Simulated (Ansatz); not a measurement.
K under a change: pressure 1.5 GPa

The parent structure is K in the bcc (W type) structure (space group Im-3m, No. 229; a = 5.2794 Å).

One thing is altered: a hydrostatic pressure of 1.5 GPa.

All numbers come from PBE/PAW in Ansatz (a program for electronic structure), no spin-orbit coupling. k-mesh 13×13×13 (Γ-centred); smearing 0.05 eV (Fermi–Dirac).

| quantity | base | changed | shift |
|---|---|---|---|
| volume per atom | 73.58 Å³ | 57.02 Å³ | -16.56 Å³ |
| density | 0.88 g/cm³ | 1.14 g/cm³ | +0.26 g/cm³ |
| lattice parameter a | 5.279 Å | 4.849 Å | -0.430 Å |
| enthalpy H = E + PV relative to the base's energy | – | +0.60 eV/atom | – |
| band gap | zero | zero | – |

Load acts through the strain it causes; cell and atoms are relaxed under it. Whether these cells are dynamically stable was not tested.
